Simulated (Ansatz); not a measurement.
System: Hf vacancy in polar orthorhombic HfO2 (charge state -4). The step: one Hf atom jumps into the vacancy from a nearby Hf site; the atom moves 3.26 Å along (-0.41, 0.01, -0.48) of the unit cell; the moving atom starts with neighbours O at 1.99, O at 2.08, O at 2.09, O at 2.19, 2 O at 2.24, O at 2.29 Å and ends with O at 2.00, O at 2.11, O at 2.14, O at 2.15, O at 2.16, O at 2.19, O at 2.42 Å. DFT values are from Ansatz (plane-wave PAW, 420 eV unless said) in a cell of 96 host sites, spin-restricted, static, with no finite-size correction. The host's phase is taken as given; its stability against other phases was not computed. The charge state is imposed; whether it is stable for some Fermi level was not computed. Forms of the defect that were not tried may lie lower. For the PBE band: the saddle point's order was not checked.

| Level | Forward barrier (eV) | Cost of the band or of the saddle's single point |
|---|---|---|
| CHGNet universal potential (has no charge state), its own band | 2.23 | - |
| PBE, the Γ point alone, band relaxed | 2.59 | very roughly 80 core-minutes |
| PBE, a 2×2×2 k-point mesh shifted by half a step, same geometries | 2.60 | about 11 core-minutes (a rough figure) |
| r2SCAN at 500 eV, the Γ point alone, same geometries | 2.72 | roughly 2.6 core-minutes |

Ansatz is a first-principles code.
